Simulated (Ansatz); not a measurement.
Take BP in the zinc blende structure (space group F-43m, No. 216; a = 4.5364 Å) as the base.

Level of theory: r2SCAN/PAW in Ansatz (a first-principles code), spin-orbit coupling left out, earlier PAW set.

Before the change:

* **Smallest direct gap**: 3.60 eV
* **Gap character**: indirect, Γ → Γ–X (83 % along)
* **Width of the top valence band**: 5.74 eV

Perturbation: a hydrostatic pressure of 1.8 GPa.

What does the calculation give for the smallest direct gap, gap character and width of the top valence band after the change?

The smallest direct gap increases by 0.016 eV, from 3.60 eV to 3.61 eV; the gap character is still indirect, Γ → Γ–X (83 % along); the width of the top valence band rises by 0.06 eV, from 5.74 eV to 5.80 eV.

Load acts through the strain it causes; cell and atoms are relaxed under it. No phonon test of stability was made.
